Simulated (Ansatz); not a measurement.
**TiTe2 in the CdI2 type structure (space group P-3m1, No. 164; layered, stacked along the Cartesian z axis)**

```xyz
3
Lattice="3.6973 0.0000 0.0000 -1.8487 3.2020 0.0000 0.0000 0.0000 6.3840" Properties=species:S:1:pos:R:3 pbc="T T T"
Ti     0.0000     0.0000     0.0000
Te     0.0000     2.1346     1.7307
Te     1.8487     1.0673     4.6533
```

The values are results of PBE-D3(BJ) (Ansatz, a quantum-chemistry and plane-wave program), without spin-orbit coupling, not measurements. Settings: 15×15×8 k-points, 0.05 eV Fermi–Dirac smearing.

```json
{
 "volume_per_atom": "25.19 Å³",
 "density": "6.66 g/cm³",
 "band_gap": "zero",
 "total_energy": "-5487.727 eV/atom (σ→0; compares only within this code and set-up)"
}
```

Whether these cells are dynamically stable was not tested. All final runs are without spin polarisation.
